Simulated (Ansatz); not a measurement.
HfW₂ (Fd-3m, No. 227, 6 atoms in the cell; start mp-1400), treated with r²SCAN (Ansatz, a first-principles code, plane waves, PAW).

Numerical settings: plane-wave cutoff 560 eV, 12×12×12 k mesh, Fermi–Dirac smearing 0.05 eV, no spin polarisation, scalar-relativistic PAW data made under PBE.

Cell (relaxed at this level):

```
CELL_PARAMETERS angstrom
      0.00000     3.79319     3.79319
      3.79319     0.00000     3.79319
      3.79319     3.79319     0.00000
ATOMIC_POSITIONS crystal
  Hf 0.00000 0.00000 0.00000
  Hf 0.25000 0.25000 0.25000
  W  0.62500 0.62500 0.62500
  W  0.12500 0.62500 0.62500
  W  0.62500 0.62500 0.12500
  W  0.62500 0.12500 0.62500
```

**Question.** Give the computed bulk modulus.

**Answer.** 
- bulk modulus = 232 GPa

Note: the run has no spin polarisation, so it can have missed a magnetic state; the bulk modulus is −V dP/dV from two relaxed cells at ±2 % in volume; the relaxation could not lower the start's symmetry, so the cell can be a saddle point above a distorted one.

Spin–orbit coupling is not included.

Static lattice: no zero-point or thermal effects.

Computing time: roughly 110 core-seconds.

A start named mp-… is a Materials Project structure, which need not be a measured phase.
